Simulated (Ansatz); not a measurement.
## Pressure series in CoO

Consider CoO in the rock salt structure (space group Fm-3m, No. 225; a = 4.2478 Å; ferromagnetic).

Cell and atoms are relaxed at each pressure.

Level of theory: Kohn–Sham DFT with the PBE functional, run in Ansatz (a program for electronic structure) with PAW and 420 eV plane waves, no spin-orbit coupling.

```tsv
P (GPa)	V (Å³/atom)
-2.00	9.698
-1.00	9.639
0.29	9.564
0.69	9.542
1.50	9.495
3.00	9.410
5.00	9.300
7.50	9.169
10.00	9.047
```

### Question
Fit a third-order Birch–Murnaghan equation of state.

### Answer
Least squares on P(V) = (3B₀/2)[(V₀/V)^(7/3) − (V₀/V)^(5/3)]·[1 + (3/4)(B₀′ − 4)((V₀/V)^(2/3) − 1)] gives V₀ = 9.58 Å³/atom, B₀ = 160 GPa and B₀′ = 2.3.

Measured bulk modulus of CoO: 186.93 GPa (room temperature; as listed in Pitike et al., arXiv (2020)); the computed value is for a static lattice, so the two differ by thermal effects too.

Load acts through the strain it causes; cell and atoms are relaxed under it. Whether these cells are dynamically stable was not tested. No other phases were tried under pressure. No Hubbard U is applied and the magnetic state is the run's own (CoO ferromagnetic); other magnetic orders, which need larger cells, were not tried and can change the gap. In its common phase, real CoO is an antiferromagnetic insulator at low temperature.
